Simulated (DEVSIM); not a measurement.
Structure: abrupt GaP p-n junction, at 400 K.

Layer 1 from the left is GaP, thickness (μm) 0.740, Na (cm⁻³) 2e16, τn (s) 1.1e-7, τp (s) 1.1e-7. Layer 2 from the left is GaP, thickness (μm) 21.0, Nd (cm⁻³) 1.6e17, τn (s) 1.1e-7, τp (s) 1.1e-7.

Left contact: ohmic. Right contact: ohmic. Voltage is applied to the left contact. Recombination: SRH at mid-gap, radiative, Auger. Mobility is constant in doping.

This is a model device: material constants are rounded textbook-type values typed into the input, and sizes, dopings and lifetimes were drawn at random. Values at 300 K; Nc and Nv go as T^1.5, mobilities as T to minus their exponent, the gap by Varshni's rule with the affinity fixed.

GaP: gap (eV) 2.26, affinity (eV) 3.8, permittivity 11.1, Nc (cm⁻³) 1.8e19, Nv (cm⁻³) 1.9e19, μn (cm²/Vs) 250, μp (cm²/Vs) 150, T exponent of μn 1.6, T exponent of μp 1.98, B (cm³/s) 1e-13, Cn (cm⁶/s) 1e-30, Cp (cm⁶/s) 1e-30, Varshni α (eV/K) 0.00058, Varshni β (K) 372.

Simulated with DEVSIM: 1D drift-diffusion, Boltzmann statistics, complete ionisation; no tunnelling, impact ionisation, image-force lowering or self-heating.

Dark forward current:

```tsv
|V| (V)	|J| (A/cm²)
0.25	1.321e-11
0.50	5.579e-10
0.70	1.124e-8
0.75	2.399e-8
0.80	5.150e-8
0.85	1.117e-7
0.90	2.470e-7
0.95	5.639e-7
1.00	1.359e-6
1.05	3.546e-6
1.10	1.027e-5
1.15	3.319e-5
1.20	0.0001180
1.25	0.0004490
1.30	0.001784
1.35	0.007268
1.40	0.02998
1.45	0.1243
1.50	0.5139
1.55	2.082
1.60	7.844
1.65	24.57
1.70	58.34
1.75	108.1
1.80	169.4
1.85	238.7
```

Question: Work out the local ideality factor n = ΔV / (kT/q · ln(J2/J1)) between the rows 0.25 and 0.50 V, 1.40 and 1.45 V, 1.80 and 1.85 V.

Answer: kT/q = 34.47 mV. From 0.25 to 0.50 V: ln(5.579e-10/1.321e-11) = 3.743, n = 1.94, near the 2 of recombination in the depletion region. From 1.40 to 1.45 V: ln(0.1243/0.02998) = 1.422, n = 1.02, near the 1 of diffusion or emission over a barrier. From 1.80 to 1.85 V: ln(238.7/169.4) = 0.343, n = 4.23.

Question: Estimate the current at 1.40 V from the Shockley equation with J0 = Σ q ni² D/(N L) coth(W/L), τ joining the SRH, radiative and Auger lifetimes that are on, and W taken as the whole layer.

Answer: ni² = 9.34e10 cm⁻⁶; electrons in the p layer: μ = 158 cm²/Vs, D = 5.44 cm²/s, τ = 1.10e-7 s, L = 7.73 μm, W/L = 0.096, term 5.52e-20 A/cm²; holes in the n layer: μ = 84.9 cm²/Vs, D = 2.93 cm²/s, τ = 1.09e-7 s, L = 5.66 μm, W/L = 3.7, term 4.84e-22 A/cm². J0 = 5.57e-20 A/cm², and J = J0 exp(qV/kT) = 0.0242 A/cm². The simulation gives 0.0300 A/cm²; the estimate lies 19 % below. The estimate leaves out recombination in the depletion region and that region's share of W.
